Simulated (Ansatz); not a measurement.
Start from GaN in the wurtzite structure (space group P6_3mc, No. 186; a = 3.1831 Å, c = 5.1836 Å).

Calculations: Kohn–Sham DFT with the r2SCAN functional, run in Ansatz (an electronic-structure program) with PAW and 500 eV plane waves, no spin-orbit coupling.

For the base:

| Property | Result |
|---|---|
| Valence-band top at Γ | 0.00, 0.00, -0.04 eV |
| Band gap | 2.35 eV |
| Density | 6.11 g/cm³ |
| c/a ratio | 1.628 |

Modification: Al takes the place of Ga on all its sites; the structure is relaxed again.

Tabulated Pauling electronegativity and covalent radius: Ga 1.81, 1.22 Å; Al 1.61, 1.21 Å.

**Question.** What happens to the valence-band top at Γ?

**Answer.** The valence-band top at Γ (three highest levels, from the VBM) becomes 0.00, -0.22, -0.22 eV (base: 0.00, 0.00, -0.04 eV).

**Question.** Predict the new band gap.

**Answer.** The band gap rises by 2.53 eV to 4.88 eV.

**Question.** How does this affect the density?

**Answer.** The density drops by 2.84 g/cm³ to 3.27 g/cm³.

**Question.** What does the calculation give for the c/a ratio after the change?

**Answer.** The c/a ratio decreases by 0.0260 to 1.603.

Gaps are read on the SCF mesh and a high-symmetry path. Whether these cells are dynamically stable was not tested.
